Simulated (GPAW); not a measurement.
**Equation of state of rock-salt TiC (space group 225): energy against volume (GPAW, LDA)**

```
TiC
1.0
    0.00000     2.08080     2.08080
    2.08080     0.00000     2.08080
    2.08080     2.08080     0.00000
Ti C
1 1
Direct
  0.00000   0.00000   0.00000
  0.50000   0.50000   0.50000
```

Computed with LDA (Perdew-Wang 92), GPAW PAW datasets LDA (gpaw-data 1.0.1) (plane waves; GPAW). Settings: mode = pw; ecut = 1040 eV; xc = LDA; kpts = 24 24 24; mesh shift (steps) = 0 0 0; occupations.name = fermi-dirac; occupations.width = 0.05 eV; nbands = -10; convergence.density = 1e-05 e/electron; convergence.energy = 1e-05 eV/electron; symmetry.symmorphic = false; symmetry.tolerance = 0.0005; maxiter = 150. The cell above is the first row's. The rows scale it uniformly. In all rows fractional positions and the k mesh are held. E is the free energy at the stated smearing, counted from the lowest row.

| V (Å^3/atom) | E (meV/atom) |
|---|---|
| 9.0092 | 51.67 |
| 9.2051 | 26.01 |
| 9.4010 | 9.42 |
| 9.5968 | 1.01 |
| 9.7927 | 0.00 |
| 9.9885 | 5.68 |
| 10.1844 | 17.41 |
| 10.3802 | 34.61 |
| 10.5761 | ? |

Fit E of the 8 rows that show it with the third-order Birch-Murnaghan form, a cubic in V^(-2/3). With u = V^(-2/3) - 0.220, the rows have u = 0.010963, 0.007674, 0.004500, 0.001436, -0.001527, -0.004391, -0.007165, -0.009850. Least squares gives E = -0.351 + 377.40·u + 398542·u² - 12011·u³. Residuals (row less fit): 0.000, 0.000, 0.003, -0.003, -0.002, 0.003, 0.001, -0.001; standard error 0.003 (degrees of freedom: 4). Its minimum lies at u = -0.000473, so V0 = (0.219527)^(-3/2) = 9.722. There d²E/du² = 797100 and d³E/du³ = -72070, so B0 = (4/9) × 9.722^(-7/3) × 797100 × 0.160218 = 281 GPa (the last factor turns the table's units into GPa), and B0' = 4 + (2/3) × 0.219527 × (-72070)/797100 = 4.0. The program's pressures in the fitted runs (not shown) pass through zero at V = 9.72, 0.06 % from this V0.

Task: Estimate the missing E (V = 10.5761); what did the run itself give?

Result: u = -0.012453, so E = -0.351 + 377.40 × (-0.012453) + 398542 × (-0.012453)² - 12011 × (-0.012453)³ = 56.777 meV/atom. The calculation gives 56.75 meV/atom, 0.027 meV/atom below the prediction (under 0.05 % of the range of E in the table). The row lies outside the fitted rows, so this is an extrapolation. From the scatter of the fitted rows alone, a prediction at this place has a standard error of 0.007 meV/atom, so the miss is 3.9 times that.

Carrying the step between the two nearest rows on in a straight line would have given 51.82, off by 4.93; series whose last step already gives the withheld value aren't shown. The scan was laid around a cell of about the measured size, scaled by a guess for this functional. The runs keep the symmetry of the cell, so they don't test it for distortions. Spin polarisation is off. Cutoffs and mesh are single choices, not tested for convergence of this quantity. Series with a scatter that would blur these digits, or in which a gap closes, are not shown. Nor are scans whose minimum lies at an end fitted in this form.

Terms beyond the fitted order, or numerical noise in single rows, can give a miss of this size; the table doesn't tell which.
